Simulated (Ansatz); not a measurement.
BAs under load (space group F-43m), PBE with spin-orbit coupling, rigid bands run with Ansatz (a quantum-chemistry and plane-wave program). Condition of this run: hydrostatic pressure of -9.6 GPa (compression positive) (the target of the relaxation). Band gap 1.19 eV, N_c = 3.77e19 cm⁻³ and N_v = 1.17e19 cm⁻³ at 300 K, conductivity masses of 0.314 mₑ (electrons) and 0.350 mₑ (holes). Take k_BT = 0.02585 eV.

Problem. A film of it is 2 nm thick. Estimate the confinement energies in an infinite well.

Solution. ħ²π²/(2m t²) = 0.376 eV·nm²/(m/mₑ × t²) gives 299 meV for electrons and 269 meV for holes, so the gap would widen to about 1.76 eV. Finite barriers and nonparabolic bands lower this, and with several valleys or bands the heaviest mass along the normal sets the lowest level, not this average.

Problem. What built-in voltage has an abrupt junction with N_A = 1e17 and N_D = 1e17 cm⁻³, all dopants ionised?

Solution. V_bi = E_g/e − (k_BT/e) ln(N_c N_v/(N_A N_D)) = 1.19 − 0.02585 × 10.69 = 0.91 V, for the computed gap.

Problem. What thermal injection velocity √(2k_BT/πm) limits a ballistic channel?

Solution. 9.60e6 cm/s for electrons and 9.09e6 cm/s for holes, a ratio of √(m_h/m_e) = 1.06, for dilute carriers.

Rigid bands with the computed gap; masses take one relaxation time for all states. Geometry: cell and atoms relaxed with PBEsol.
